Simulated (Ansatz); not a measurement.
**Equilibrium lattice constant a of CdSe (model structure, started from the BeO type, P4₂/mnm, No. 136, 8 atoms in the cell) at several levels of theory**

No measured value is used here.

```tsv
level (code)	value (Å)
LDA (Ansatz)	7.311
PBE (Ansatz)	7.549
PBEsol (Ansatz)	7.402
PBE-D3(BJ) (Ansatz)	7.411
r²SCAN (Ansatz)	7.448
r²SCAN+rVV10 (Ansatz)	7.389
```

Cutoffs differ between the levels. Ansatz's density-functional and Hartree–Fock values are scalar-relativistic unless marked +SOC, with PAW data made under PBE.

A model structure was made by putting elements into a prototype or built by hand; it is no filed structure, need not be a known phase, and can be a saddle point held by its symmetry.

Ansatz is a first-principles code.
